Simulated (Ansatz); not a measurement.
**Al interstitial in bulk 2H MoS2**

The numbers are results of PBE-D3(BJ), PAW (plane waves to 420 eV; Ansatz, a first-principles code), not measurements. The supercell holds 54 host sites (3×3×1 repeats of a cell of 6 atoms), with a 3×3×2 Γ-centred k-point sampling for the final energies. Site at the start: void with 6S nearest. Charged cells carry a point-charge image correction with potential alignment at far atoms. Dielectric constants: PBE linear response of the host. Host gap at this level: 0.77 eV. Finite-size and sampling errors can reach tenths of an eV here. PBE underestimates the host's gap, which shifts levels and can delocalise carriers. Spin–orbit coupling is left out. Each state is the lowest found from its start.

The name describes the start; the neighbours show where the atoms ended.

Charges with a result: +3, +2, +1, 0. Others weren't obtained, and one of them could lie lower, also by skipping a charge.

```tsv
charge	moment (μB)	largest move off a lattice site (Å)	neighbours of the last Al atom of the defect at the end (Å)	image correction with alignment (eV)
+3†	not spin-polarised	0.05	S 2.35, S 2.35, S 2.35, S 2.35, S 2.35, S 2.35	1.24
+2†	quenched	0.06	S 2.36, S 2.36, S 2.36, S 2.36, S 2.36, S 2.36	0.74
+1†	not spin-polarised	0.07	S 2.38, S 2.38, S 2.38, S 2.38, S 2.38, S 2.38	0.33
0†	quenched	0.07	S 2.37, S 2.37, S 2.37, S 2.37, S 2.37, S 2.37	0.00
```

† Not settled in this cell, so no level is given: charge +3: level within 0.1 eV of a band edge or past it; charge +2: a level filled in part, carriers not clearly localised; charge +1: carriers not clearly localised; charge 0: a level filled in part, carriers not clearly localised, level within 0.1 eV of a band edge or past it.

Starting moments that weren't kept: charge +2 began with 1 μB and ended with 0.0; charge 0 began with 1 μB and ended with 0.0.

Flagged in the runs: a doubtful potential alignment, a host whose relaxation on this sampling wasn't shown to rest, a strain field that reaches the edge of the cell.
